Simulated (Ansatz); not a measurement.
## Bulk modulus of Au (within 0.1 Å of P6₃/mmc, No. 194, 2 atoms in the cell; start mp-1008634; another form than the element's usual one) at several levels of theory

No measured value is used here.

```json
[
 {"level (code)": "LDA (Ansatz)", "value (GPa)": "(withheld)", "cell (Å³/atom)": "16.59"},
 {"level (code)": "PBEsol (Ansatz)", "value (GPa)": "171", "cell (Å³/atom)": "17.03"},
 {"level (code)": "r²SCAN (Ansatz)", "value (GPa)": "151", "cell (Å³/atom)": "17.59"}
]
```

Complete the blanks.


- LDA (Ansatz, a quantum-chemistry and plane-wave program), value (GPa): 191

Density-functional levels without +SOC have no spin–orbit coupling. LDA, PBEsol, r²SCAN: the bulk modulus is −V dP/dV from two relaxed cells at ±2 % in volume. Each level is taken at its own relaxed cell. Cutoffs differ between the levels. Ansatz's density-functional and Hartree–Fock values are scalar-relativistic unless marked +SOC, with PAW data made under PBE.

A start named mp-… is a Materials Project structure, which need not be a measured phase.
